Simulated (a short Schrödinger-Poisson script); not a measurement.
# Symmetric double-gate stack, SiO2 on p-type Si(100)

Stack: symmetric double-gate stack, SiO2 on p-type Si(100), at 300 K.

| layer | material | thickness (nm) | Na (cm⁻³) |
|---|---|---|---|
| 1 | SiO2 | 1 | - |
| 2 | Si | 2 | 1e18 |
| 3 | SiO2 | 1 | - |

The device is made up for the run: typed textbook-type constants, with dimensions and the other settings drawn at random. SiO2: permittivity 3.9, conduction-band edge (eV) 3.15, gap (eV) 9, electron mass (mₑ) 0.5. Si: permittivity 11.7, conduction-band edge (eV) 0, gap (eV) 1.124, Nv at 300 K (cm⁻³) 3.1e19.

Channel valleys (confinement mass, in-plane density-of-states mass, number): Δ2 0.916, 0.19, 2; Δ4 0.19, 0.417, 4. At the gates, both at one voltage, the conduction-band edge of layer 1 lies 3.5 eV − eVg above the Fermi level of the channel. Gaps are held at their typed values at every temperature. Mesh 0.03 nm at interfaces.

Solved with a short Schrödinger-Poisson script written for these runs: 1D Poisson equation in equilibrium, electrons quantum, Hartree (BenDaniel-Duke, 12 states a valley, the channel's in-plane mass for all, wave functions ending at the dielectric), parabolic valleys, classical holes, full ionisation, no traps, pinning or gate leakage.

```
Vg (V)  electrons (cm⁻²)  C (μF/cm²)  Δ2 E0 (meV)  Δ2 E1 (meV)  Δ4 E0 (meV)  Δ4 E1 (meV)
------  ----------------  ----------  -----------  -----------  -----------  -----------
0.1               3.98e6     < 0.003        357.9        665.4        750.0       2232.6
0.15              2.76e7     < 0.003        307.9        615.4        700.0       2182.6
0.2               1.91e8     < 0.003        257.9        565.4        650.0       2132.6
0.25              1.32e9     0.00831        208.0        515.4        600.0       2082.6
0.3               9.03e9      0.0564        158.2        465.6        550.3       2032.8
0.35             5.88e10       0.346        109.6        416.9        501.6       1984.2
0.4              3.04e11        1.40         66.3        373.5        458.4       1940.7
0.45             9.59e11        2.78         34.5        341.0        426.6       1908.2
0.5              1.97e12        3.63         12.5        318.0        404.6       1885.3
0.55             3.18e12        4.07         -4.0        300.3        388.1       1867.6
0.6              4.49e12        4.31        -17.7        285.4        374.4       1852.6
0.65             5.86e12        4.45        -29.8        272.0        362.3       1839.2
0.7              7.26e12        4.54        -40.9        259.5        351.2       1826.8
0.75             8.69e12        4.60        -51.4        247.6        340.7       1814.9
0.8              1.01e13        4.64        -61.5        236.1        330.7       1803.5
0.85             1.16e13        4.66        -71.4        224.9        320.8       1792.3
0.9              1.30e13        4.68        -81.0        213.9        311.2       1781.2
0.95             1.45e13        4.70        -90.6        202.9        301.7       1770.3
1                1.60e13        4.71       -100.1        192.1        292.3       1759.5
1.05             1.74e13        4.71       -109.5        181.3        282.9       1748.8
```

Gate voltages with under 1e6 electrons/cm² are left out.

Subbands count from the Fermi level. The capacitance is that of both gates.
